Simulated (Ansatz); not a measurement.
Consider a (10,0) blue phosphorus nanotube.

Levels: PBE (plane waves to 420 eV, PAW; Ansatz, a program for electronic structure); r2SCAN (plane waves to 500 eV, PAW; Ansatz). Unmarked values and the geometry are of the first. Mesh 1×1×6. No spin polarisation. Isolated but for its images some 11 Å away. A hypothetical model, rolled from the flat sheet. Symmetry and one short period hold its shape; lower forms weren't sought. Buckling under compression is shut out by symmetry and the short period.

**Question.** What do the calculations give?

**Answer.** 
| Quantity | Result |
|---|---|
| period along the axis (40 atoms) | 5.645 Å |
| mean diameter | 10.71 Å |
| radii of the innermost and outermost atoms | 4.73 and 5.98 Å |
| energy over the flat sheet | +69 meV/atom |
| PBE gap | 1.64 eV, indirect, from Γ to k = 0.344 × 2π/c |
| electron mass along the axis (PBE) | 1.1 mₑ |
| hole mass along the axis (PBE) | 0.93 mₑ |
| valence and conduction edges under the vacuum level (PBE) | 5.63 and 4.00 eV |
| r2SCAN gap at this geometry | 1.87 eV |
| axial stiffness dF/dε | 236 nN |
